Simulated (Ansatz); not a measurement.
Quick settings and what they miss: MgCu2 (Fd-3m, 6 atoms in the cell)

Self-consistent single point.

```xyz
6
Lattice="0.0000 3.4338 3.4338 3.4338 0.0000 3.4338 3.4338 3.4338 0.0000" Properties=species:S:1:pos:R:3 pbc="T T T"
Mg     0.0000     0.0000     0.0000
Mg     1.7169     1.7169     1.7169
Cu     2.5754     4.2923     2.5754
Cu     4.2923     4.2923     4.2923
Cu     4.2923     2.5754     2.5754
Cu     2.5754     2.5754     4.2923
```

Computed with PBEsol, harder PAW files (source: ansatz) made with PBE (plane waves; Ansatz, a first-principles code).

Base settings: basis.ecutwfc = 700 eV; kpoints.mp_grid.grid = 6 6 6; hamiltonian.xc = pbesol; hamiltonian.pseudopotentials = {kind: paw, source: ansatz}; scf.occupations.method = cold; scf.occupations.width = 0.05 eV.

Tight run (finer mesh or higher cutoff; not a proven limit): basis.ecutwfc: 700 eV → 980 eV; kpoints.mp_grid.grid: 6 6 6 → 9 9 9; scf.convergence.dr2_threshold: default (1e-07 eV) → 1e-09 eV. It gave Fermi level (on the code's own zero) 13.31 eV; pressure 3.34 GPa.

Quick runs, as changes from the base:
- A: the base itself
- B: basis.ecutwfc: 700 eV → 560 eV; kpoints.mp_grid.grid: 6 6 6 → 2 2 2; scf.convergence.dr2_threshold: default (1e-07 eV) → 0.0001 eV
- C: basis.ecutwfc: 700 eV → 420 eV; kpoints.mp_grid.grid: 6 6 6 → 1 1 1
- D: basis.ecutwfc: 700 eV → 420 eV; kpoints.mp_grid.grid: 6 6 6 → 3 3 3; scf.occupations.method: cold → methfessel_paxton; scf.occupations.width: 0.05 eV → 0.136 eV; scf.convergence.dr2_threshold: default (1e-07 eV) → 0.001 eV

Energies are extrapolated to zero smearing width, which holds to low order in the width alone.

The count of work is k-points × plane waves × bands × iterations; it is no time. 

Pressures in the table are Ansatz's without its Pulay estimate, at a fixed set of plane waves; the tight run's value above holds the estimate.

The starting cell comes from a database of computed structures (which also holds hypothetical and non-ambient phases and stackings), without a prior relaxation at this level. Its lattice was rescaled by a random factor within 2.5 % of one. Spin polarisation is off. In the base run, with a pressure of about 4 GPa the cell is away from its equilibrium volume at this level.

```tsv
run	energy less tight (meV/atom)	pressure less tight (GPa)	count of work / tight
A	15.4	0.31	0.25
B	311.3	-0.20	0.023
C	3677.4	-105.99	0.012
D	1530.3	-119.18	0.020
```

Among the runs at the tight run's level, the energy misses run from 15.4 to 3677.4 meV/atom.

Left out of this page: 2 runs of the series unsound by tests on forces, stress, charge or solver warnings.

Keys are those of Ansatz 0.2.
